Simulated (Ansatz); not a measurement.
# Converging the plane-wave cutoff: BaSbPt (P3m1, 3 atoms in the cell)

```
CELL_PARAMETERS angstrom
      4.59084     0.00000     0.00000
     -2.29542     3.97578     0.00000
      0.00000     0.00000     5.01134
ATOMIC_POSITIONS crystal
  Ba 0.00000 0.00000 0.00998
  Sb 0.66667 0.33333 0.50000
  Pt 0.33333 0.66667 0.50000
```

Level of theory: LDA (PW92), default PAW files made with PBE (plane waves; Ansatz, a program for electronic structure).

Base settings: basis.ecutwfc = 420 eV; kpoints.mp_grid.grid = 8 8 7; hamiltonian.xc = lda; hamiltonian.pseudopotentials = {kind: paw} (the program's default PAW files); scf.occupations.method = gaussian; scf.occupations.width = 0.1 eV.

The second cell is the first with its lattice scaled by 0.98.

The mesh stays at the base's, so the ladder's end is converged at best in this setting alone.

The first pressure column holds Ansatz's estimate of the finite-basis (Pulay) stress, which hides part of the cutoff error; the other is without it.

Only quantities that move along the ladder and can be compared are tabulated.

The count of work is k-points × plane waves × bands × iterations; it is no time. 

The starting cell comes from a database of computed structures (which also holds hypothetical and non-ambient phases and stackings), without a prior relaxation at this level. Its lattice was rescaled by up to half a per cent. One atom was moved a little off its site on purpose. Spin polarisation is off. In the base run, with a pressure of about -5 GPa the cell is away from its equilibrium volume at this level.

| basis.ecutwfc | free energy less the last step's (meV/atom) | energy of the compressed cell less the first (meV/atom) | pressure (GPa) | pressure without the Pulay estimate (GPa) | largest difference of a force vector from the last step's (eV/Å) | count of work / last |
|---|---|---|---|---|---|---|
| 145 eV | 53633.62 | -153.34 | 4.41 | -946.52 | 0.248 | 0.068 |
| 170 eV | 21672.40 | -56.79 | -4.45 | -484.59 | 0.275 | 0.077 |
| 190 eV | 10219.58 | -35.57 | -8.49 | -265.59 | 0.097 | 0.085 |
| 210 eV | 4764.44 | -76.61 | -6.34 | -142.90 | 0.013 | 0.096 |
| 230 eV | 2151.73 | -39.62 | -5.35 | -75.63 | 0.034 | 0.11 |
| 250 eV | 938.64 | -37.97 | -4.88 | -39.98 | 0.033 | 0.12 |
| 295 eV | 114.18 | -33.40 | -4.77 | -10.72 | 0.003 | 0.16 |
| 335 eV | 12.83 | -34.36 | -4.83 | -5.69 | 0.000 | 0.19 |
| 380 eV | 1.98 | -34.81 | -4.86 | -4.91 | 0.000 | 0.23 |
| 420 eV | 1.23 | -34.86 | -4.87 | -4.89 | 0.000 | 0.28 |
| 460 eV | 0.62 | -34.90 | -4.87 | -4.89 | 0.000 | 0.30 |
| 505 eV | 0.30 | -34.93 | -4.87 | -4.88 | 0.000 | 0.36 |
| 565 eV | 0.21 | -34.93 | -4.87 | -4.87 | 0.000 | 0.42 |
| 630 eV | 0.11 | -34.93 | -4.87 | -4.87 | 0.000 | 0.49 |
| 735 eV | 0.04 | -34.93 | -4.87 | -4.87 | 0.000 | 0.62 |
| 840 eV | 0.02 | -34.93 | -4.87 | -4.87 | 0.000 | 0.76 |
| 1010 eV | 0.00 | -34.93 | -4.87 | -4.87 | 0.000 | 1.0 |

Coarsest basis.ecutwfc that holds the forces within 0.005 eV/Å of the last step, with all finer ones: 295 eV, at 0.16 of the last step's count of work; the step before is off by 0.033 eV/Å.

Coarsest basis.ecutwfc that holds the energy of the compressed cell less the first within 2 meV/atom of the last step, with all finer ones: 295 eV, at 0.16 of the last step's count of work; the step before is off by 3.0 meV/atom.

Coarsest basis.ecutwfc that holds the free energy within 1 meV/atom of the last step, with all finer ones: 460 eV, at 0.30 of the last step's count of work; the step before is off by 1.2 meV/atom.

The energy difference between the two cells stays within 1 meV/atom of the last step's from 335 eV on, the total only from 460 eV on: much of the error is common to both cells and cancels.

At the lowest cutoff the pressure without the Pulay estimate lies 942 GPa under the last step's, the usual sign of Pulay stress in an incomplete plane-wave basis.

Keys are those of Ansatz 0.2.
